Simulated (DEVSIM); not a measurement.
System: Au/Si3N4/n-Ge capacitor, at 250 K.

```csv
layer (left to right),material,thickness (nm),Nd (cm⁻³)
1,Si3N4,9.30,-
2,Ge,15000,1.6e15
```

Metal gate on the left, work function 5.1 eV. Fixed charge at the semiconductor interface 7.5e10 cm⁻² (in units of +e); no interface traps.

This is a model device: material constants are rounded textbook-type values typed into the input, and sizes, dopings and lifetimes were drawn at random. Values at 300 K; Nc and Nv go as T^1.5, mobilities as T to minus their exponent, the gap by Varshni's rule with the affinity fixed.

| parameter | Si3N4 | Ge |
|---|---|---|
| gap (eV) | 5.1 | 0.664 |
| affinity (eV) | 2.1 | 4 |
| permittivity | 7.5 | 16 |
| Nc (cm⁻³) | - | 1.04e19 |
| Nv (cm⁻³) | - | 6e18 |
| Varshni α (eV/K) | - | 0.000477 |
| Varshni β (K) | - | 235 |

Simulated with DEVSIM: 1D Poisson equation in equilibrium, Boltzmann statistics, complete ionisation; no quantum confinement or tunnelling. Metal contacts follow the ideal Schottky-Mott rule: no Fermi-level pinning, no interface dipoles.

The Si3N4 thickness was swept, all else fixed.

| Si3N4 thickness (μm) | threshold voltage (band bending 2φF) (V) | capacitance of the dielectric stack (μF/cm²) | flat-band voltage (V) |
|---|---|---|---|
| 0.0037 | 0.57 | 1.79 | 0.91 |
| 0.0051 | 0.57 | 1.30 | 0.91 |
| 0.0065 | 0.56 | 1.02 | 0.90 |
| 0.0079 | 0.56 | 0.841 | 0.90 |
| 0.0093 | 0.55 | 0.714 | 0.90 |
| 0.011 | 0.54 | 0.604 | 0.90 |

From the first row to the last the threshold voltage (band bending 2φF) goes from 0.57 to 0.54. From the first row to the last the capacitance of the dielectric stack goes from 1.79 to 0.604.
